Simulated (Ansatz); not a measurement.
WSi2: pressure series

Base system: WSi₂ (space group I4/mmm, No. 139; a = 3.2292 Å, c = 7.8672 Å).

Cell and atoms are relaxed at each pressure.

All numbers come from DFT with PBE, PAW potentials and a 420 eV plane-wave cutoff in Ansatz (a quantum-chemistry and plane-wave program), no spin-orbit coupling.

```
pressure (GPa)  volume per atom (Å³/atom)
--------------  -------------------------
-2                                 13.801
-1                                 13.736
0                                  13.673
1.8                                13.563
4.2                                13.421
18                                      ?
30                                 12.262
45                                 11.771
60                                 11.361
```

Question: Fit the third-order Birch–Murnaghan form P(V) = (3B₀/2)[(V₀/V)^(7/3) − (V₀/V)^(5/3)]·[1 + (3/4)(B₀′ − 4)((V₀/V)^(2/3) − 1)] (squares taken in P) to the rows shown and predict the withheld row.

Answer: Least squares on the printed values gives V₀ = 13.673 Å³/atom, B₀ = 219 GPa, B₀′ = 4.2; this predicts 12.738 Å³/atom, and the run gives 12.736 Å³/atom, 0.002 lower.

Load acts through the strain it causes; cell and atoms are relaxed under it. Whether these cells are dynamically stable was not tested. Competing high-pressure phases were not computed. The final runs are not spin-polarised.
